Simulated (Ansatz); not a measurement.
Worked example: self-consistent single point of Ta (Im-3m, 1 atom in the cell) in Ansatz (a program for electronic structure).

Level of theory: PBE (plane waves, PAW; Ansatz).

The change in words: lattice scaled by 0.98. Reference geometry:
```xyz
1
Lattice="-1.6500 1.6500 1.6500 1.6500 -1.6500 1.6500 1.6500 1.6500 -1.6500" Properties=species:S:1:pos:R:3 pbc="T T T"
Ta     0.0000     0.0000     0.0000
```

Reference input (self-consistent single point, DFT, PBE, plane waves, default PAW files): basis.ecutwfc = 420 eV; kpoints.mp_grid.grid = 14 14 14; hamiltonian.xc = pbe; hamiltonian.pseudopotentials = {kind: paw} (the program's default PAW files); scf.occupations.method = fermi_dirac; scf.occupations.width = 0.05 eV. This run's input differs from it in these lines:

```diff
@@ -3,5 +3,5 @@
   lattice:
-    - [-1.650000, 1.650000, 1.650000]
-    - [1.650000, -1.650000, 1.650000]
-    - [1.650000, 1.650000, -1.650000]
+    - [-1.617000, 1.617000, 1.617000]
+    - [1.617000, -1.617000, 1.617000]
+    - [1.617000, 1.617000, -1.617000]
   atoms:
```

Log, with long lists cut:

```
SCF iter   1: F=—  HF=-9932.188824 eV  |F-HF|=—  |Δ(HF+E_count)|=         —  Δρ=2.25e-3  dr2=2.74e-4  ethr=1.77e-3  ⟨swp⟩=6.0  Hψ=6605  notcnv=0
all-band conjugate gradients solve this SCF's bands
preconditioner: auto → none
SCF iter   2: F=—  HF=-9932.188601 eV  |F-HF|=—  |Δ(HF+E_count)|=   2.23e-4  Δρ=1.05e-3  dr2=5.44e-5  ethr=2.11e-6  ⟨swp⟩=2.3  Hψ=2536  notcnv=0
SCF iter   3: F=—  HF=-9932.188663 eV  |F-HF|=—  |Δ(HF+E_count)|=   6.12e-5  Δρ=1.62e-4  dr2=1.08e-6  ethr=4.18e-7  ⟨swp⟩=2.1  Hψ=1504  notcnv=0
   [... lines left out ...]
SCF iter   4: F=-9932.188664 eV  HF=-9932.188664 eV  |F-HF|=5.72e-9  |Δ(HF+E_count)|=   1.12e-6  Δρ=1.87e-5  dr2=1.86e-8  ethr=8.32e-9  ⟨swp⟩=2.1  Hψ=1730  notcnv=0
iter 5 did not close the SCF: its close was put off for the readings that it lacked (scf_convergence_deferred on its scf_iter line)
SCF iter   5: F=-9932.188664 eV  HF=-9932.188664 eV  |F-HF|=3.71e-10  |Δ(HF+E_count)|=   2.04e-9  Δρ=5.15e-6  dr2=1.04e-9  ethr=1.43e-10  ⟨swp⟩=2.0  Hψ=1389  notcnv=0
SCF iter   6: F=-9932.188664 eV  HF=-9932.188664 eV  |F-HF|=1.82e-12  |Δ(HF+E_count)|=  2.55e-10  Δρ=3.69e-7  dr2=7.26e-12  ethr=7.96e-12  ⟨swp⟩=2.3  Hψ=3544  notcnv=0
SCF 1 converged in 6 iterations: F = -9932.188664 eV  dr2 = 7.26e-12
Free energy (F): -9932.188664 eV
Internal energy: -9932.179741 eV  (E = F + TS)
E sigma→0 (E₀):  -9932.184202 eV
Entropy (-TS):   -0.008923 eV (-8.923 meV/atom)
Fermi energy:    19.990055 eV
--- Forces (eV/Å), atoms counted from 1 ---
  atom   1  Ta     0.00000000    -0.00000000    -0.00000000
--- Stress (GPa, compression-positive) ---
       18.127679      -0.000000      -0.000000
        0.000000      18.127679       0.000000
        0.000000       0.000000      18.127679
  P = ⅓ Tr σ = 18.1277 GPa (181.277 kbar)
  The stress holds the Pulay correction. Without it, at fixed plane waves, as pw.x and ABINIT print it: P = 18.0614 GPa
```

The run converged in 6 iterations. Against the reference run the free energy goes up by 69.4 meV/atom and the pressure goes from 3.56 to 18.13 GPa. The full log also holds: “iter 4 did not close the SCF: its close was put off for the readings that it lacked (scf_convergence_deferred on its scf_iter line)”.

The starting cell has typed, rounded lattice constants, without a prior relaxation at this level. For this run, on top of that: lattice scaled by 0.98. Spin polarisation is off. With a pressure of about 18 GPa the cell is away from its equilibrium volume at this level. Ansatz's pressure includes its estimate of the finite-basis (Pulay) stress.

Keys are those of Ansatz 0.2.
